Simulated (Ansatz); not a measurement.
A self-consistent single point of Sr (P-3m1, 2 atoms in the cell) with Ansatz (an electronic-structure program)

Level of theory: LDA (PW92), default PAW files made with PBE (plane waves; Ansatz).

Input as run:

Ansatz 0.2 input:
```yaml
# Sr
crystal:
  lattice:
    - [4.28829600, 0.00000000, 0.00000000]
    - [-2.14414800, 3.71377300, 0.00000000]
    - [0.00000000, 0.00000000, 7.02342600]
  atoms:
    - { symbol: Sr, position: [0.33333300, 0.66666700, 0.25711900] }
    - { symbol: Sr, position: [0.66666700, 0.33333300, 0.75000000] }
basis:
  ecutwfc: 420.0 eV
kpoints:
  mp_grid: { grid: [9, 9, 5] }
hamiltonian:
  xc: lda
  pseudopotentials: { kind: paw }
scf:
  occupations: { method: gaussian, width: 0.1 eV }
output:
  forces: true
  eigenvalues: true
  stress: true
```

Output, abridged:

```
WARN the atoms were moved onto the symmetric positions of the space group found under crystal.symmetry.tolerance 1.0e-5 (fractional …
WARN ansatz: RAYON_NUM_THREADS=1 ignored (pool sized by the plan → 1); use --threads N
Pseudopotentials: kind: paw
Pseudopotential: Sr, paw, valence charge 10
Crystal: 2 atoms, lattice volume = 111.853 Å³
Basis set: ecut = 420 eV, 2177 PW (Γ)
Bands: 14, of which v1, the nominal top of the filled ones, is band 10 counted from 1 (9 counted from 0)
Symmetry: 12 space group operations
Space group: P-3m1 (ITA 164), of the structure as read, at distance tolerance 4.8e-5 Å
k-points: 50 of 405
PAW frozen core: Sr, regenerated for the run's functional, and the local potential with it
Initial density: superposition of atomic densities (neutral atoms: chi_scale 0, normalization atom), corrected by the library's trained network
Initial wavefunctions: pseudopotential atomic-orbital guess
Eigensolver: davidson
Functional: x = slater, c = lda
SCF iter   1: F=—  HF=-6888.552612 eV  |F-HF|=—  |Δ(HF+E_count)|=         —  Δρ=3.54e-3  dr2=8.20e-3  ethr=1.77e-3  ⟨swp⟩=8.8  Hψ=5247  notcnv=0
all-band conjugate gradients solve this SCF's bands
preconditioner: auto → Kerker (q_TF=auto, 2.048 Å⁻¹)
SCF iter   2: F=—  HF=-6888.551950 eV  |F-HF|=—  |Δ(HF+E_count)|=   6.62e-4  Δρ=1.89e-3  dr2=3.62e-3  ethr=4.10e-5  ⟨swp⟩=2.2  Hψ=1425  notcnv=0
SCF iter   3: F=—  HF=-6888.551702 eV  |F-HF|=—  |Δ(HF+E_count)|=   2.48e-4  Δρ=3.38e-4  dr2=2.30e-4  ethr=1.81e-5  ⟨swp⟩=1.4  Hψ=844  notcnv=0
SCF iter   4: F=—  HF=-6888.551672 eV  |F-HF|=—  |Δ(HF+E_count)|=   3.01e-5  Δρ=9.75e-5  dr2=1.25e-5  ethr=1.15e-6  ⟨swp⟩=2.3  Hψ=1188  notcnv=0
SCF iter   5: F=—  HF=-6888.551670 eV  |F-HF|=—  |Δ(HF+E_count)|=   1.79e-6  Δρ=4.71e-5  dr2=2.04e-6  ethr=6.23e-8  ⟨swp⟩=1.0  Hψ=708  notcnv=0
SCF iter   6: F=-6888.551670 eV  HF=-6888.551670 eV  |F-HF|=7.91e-9  |Δ(HF+E_count)|=   3.16e-7  Δρ=5.15e-6  dr2=3.61e-8  ethr=5.00e-10  ⟨swp⟩=5.5  Hψ=4445  notcnv=0
SCF 1 converged in 6 iterations: F = -6888.551670 eV  dr2 = 3.61e-8
SCF converged after 6 iterations
Free energy (F): -6888.551670 eV
Harris-Foulkes:  -6888.551670 eV  (|F-HF|=7.91e-9)
Internal energy: -6888.538216 eV  (E = F + TS)
E sigma→0 (E₀):  -6888.544943 eV
Entropy (-TS):   -0.013454 eV (-6.727 meV/atom)
Fermi energy:    4.772749 eV
--- Per-component energies (eV) ---
  E_band       = -278.811770
  E_kinetic    = 482.487472
  E_local      = -1560.574332  (includes V_loc(G=0)·N_el)
  E_nonlocal   = 414.178736
  E_hartree    = 394.429328
  E_xc         = -337.953803
  E_vxc        = -316.800664  (∫ρ·V_xc dr)
  E_paw        = -5194.364660  (= ΣΔE_a)
  E_vpaw       = -86.961951  (= ΣTr[D̂ρ^β])
  E_aug_tail   = -0.000003  (compensation charges beyond the density's cutoff)
  E_ewald      = -1087.329225
  E_core_change = 0.588271  (= ΣΔE_core)
  E_smearing   = -0.013454  (= −TS)
  E_closure    = 0.000000  (closes the sum)
  Σ components = -6888.551670   (vs F -6888.551670, Δ=0.00e0)
--- Forces (eV/Å), atoms counted from 1 ---
  atom   1  Sr     0.00000000    -0.00000000    -0.05072656
  atom   2  Sr     0.00000000     0.00000000     0.05072656
  max |Σ_I F_I| component: 1.85e-17 eV/Å
--- Stress (GPa, compression-positive) ---
       -1.408111      -0.000000       0.000000
       -0.000000      -1.408111      -0.000000
        0.000000      -0.000000      -1.438581
  P = ⅓ Tr σ = -1.4183 GPa (-14.183 kbar)
  The stress holds the Pulay correction. Without it, at fixed plane waves, as pw.x and ABINIT print it: P = -1.4200 GPa
--- Band table (eV; the first three rows and the last of 50) ---
  k-point 0: bands = ["-31.8113", "-31.7983", "-13.9104", "-13.7468", "-13.7468", "-13.7220", "-13.7208", "-13.7208", "1.1040", "3.5694", "4.8348", "6.9410", "6.9586", "6.9586"]
  k-point 1: bands = ["-31.8101", "-31.7995", "-13.8931", "-13.7443", "-13.7443", "-13.7404", "-13.7232", "-13.7232", "1.2624", "3.1428", "5.1425", "6.7435", "6.9129", "6.9129"]
  k-point 2: bands = ["-31.8070", "-31.8026", "-13.8476", "-13.7874", "-13.7381", "-13.7381", "-13.7295", "-13.7295", "1.7150", "2.3934", "5.6749", "6.2627", "6.9064", "6.9064"]
  k-point 49: bands = ["-31.7948", "-31.7948", "-13.8700", "-13.8700", "-13.8439", "-13.8257", "-13.7598", "-13.7598", "4.8225", "4.8323", "4.8323", "4.9679", "5.3214", "5.3214"]
```

The run converged in 6 iterations.

The starting cell comes from a database of computed structures (which also holds hypothetical and non-ambient phases and stackings), without a prior relaxation at this level. Its lattice was rescaled by up to half a per cent. One atom was moved a little off its site on purpose. Ansatz's pressure includes its estimate of the finite-basis (Pulay) stress.
